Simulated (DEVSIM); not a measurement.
Structure: abrupt Si n-p junction, at 250 K.

Layer 1 from the left is Si, thickness (μm) 0.110, Nd (cm⁻³) 2.2e17, τn (s) 4e-6, τp (s) 4e-6. Layer 2 from the left is Si, thickness (μm) 1.70, Na (cm⁻³) 1.7e14, τn (s) 4e-6, τp (s) 4e-6.

Left contact: ohmic. Right contact: ohmic. Voltage is applied to the left contact. Recombination: SRH at mid-gap, radiative, Auger. Gap narrowing is on: ΔEg = 6.92 meV × (l + √(l² + 0.5)), l = ln(N/1.3e17 cm⁻³), shared equally by both band edges. Mobility is constant in doping.

Constants are typed, rounded textbook-type inputs, not results; the design itself was drawn at random and stands for no fabricated device. Values at 300 K; Nc and Nv go as T^1.5, mobilities as T to minus their exponent, the gap by Varshni's rule with the affinity fixed.

Si: gap (eV) 1.124, affinity (eV) 4.05, permittivity 11.7, Nc (cm⁻³) 2.86e19, Nv (cm⁻³) 3.1e19, μn (cm²/Vs) 1417, μp (cm²/Vs) 470, T exponent of μn 2.3, T exponent of μp 2.2, B (cm³/s) 4.7e-15, Cn (cm⁶/s) 2.8e-31, Cp (cm⁶/s) 9.9e-32, Varshni α (eV/K) 0.000473, Varshni β (K) 636.

Model (solved in DEVSIM): 1D drift-diffusion, Boltzmann statistics, complete ionisation; no tunnelling, impact ionisation, image-force lowering or self-heating.

Question: What does the simulation give for the dark forward voltage at 100 A/cm², the dark forward voltage at 1 A/cm², the largest field in the device at zero bias, the potential step across the device at zero bias?

Answer: dark forward voltage at 100 A/cm² 0.718 V; dark forward voltage at 1 A/cm² 0.572 V; largest field in the device at zero bias 22000 V/cm; potential step across the device at zero bias 0.777 V.
